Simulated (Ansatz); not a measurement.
Consider HfS₂ in the CdI2 type structure (space group P-3m1, No. 164; layered, stacked along the Cartesian z axis).

```yaml
crystal:
  lattice:
    - [3.54747, 0.00000, 0.00000]
    - [-1.77373, 3.07220, 0.00000]
    - [0.00000, 0.00000, 5.57685]
  atoms:
    - { symbol: Hf, position: [0.00000, 0.00000, 0.00000] }
    - { symbol: S, position: [0.66667, 0.33333, 0.26190] }
    - { symbol: S, position: [0.33333, 0.66667, 0.73810] }
```

Cartesian axes are those of the cell as printed.

Level of theory: PBEsol-D3(BJ) (Ansatz, a program for electronic structure), no spin-orbit coupling.

For the base:

| Quantity | Value |
|---|---|
| Shortest interatomic distance | 2.516 Å |

It is then changed as follows: the cell is stretched by 3.00 % along z with no lateral relaxation; the atoms relax in the strained cell.

What happens to the stress, largest internal atomic displacement, energy relative to the base and shortest interatomic distance?

The stress (xx, yy, zz, yz, xz, xy; compression positive) amounts to (-0.21, -0.21, -1.55, 0.00, 0.00, 0.00) GPa; the largest internal atomic displacement is 0.037 Å; the energy increases by 3.2 meV/atom; the shortest interatomic distance grows by 0.0037 Å (2.516 Å → 2.519 Å).

Stability against distortions was not tested.
